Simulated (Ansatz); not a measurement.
System: stishovite (SiO2). Method: BLYP (Ansatz, a quantum-chemistry and plane-wave program, PAW).

Settings: plane-wave cutoff 520 eV, 8×8×12 k mesh (along the axes of the cell as run), Fermi–Dirac smearing 0.01 eV, scalar-relativistic PAW data made under PBE.

Response to compression and expansion:

Shape and atoms are relaxed at each volume.

| V (Å³/atom) | P (GPa) | direct gap at Γ (eV) | c (Å) | a (Å) |
|---|---|---|---|---|
| 7.878 | 11.02 | 5.503 | 2.684 | 4.197 |
| 8.042 | 5.14 | 5.193 | 2.694 | 4.233 |
| 8.207 | 0.01 | 4.907 | 2.702 | 4.269 |
| 8.371 | -4.39 | 4.648 | 2.708 | 4.307 |
| 8.535 | -8.10 | 4.418 | 2.712 | 4.345 |

A straight line through the gaps at Γ against ln V gives a volume deformation potential dE_g(Γ)/d ln V of -13.6 eV: the gap at Γ widens under compression.

Note: the bulk modulus comes from volumes at which shape and atoms were relaxed.
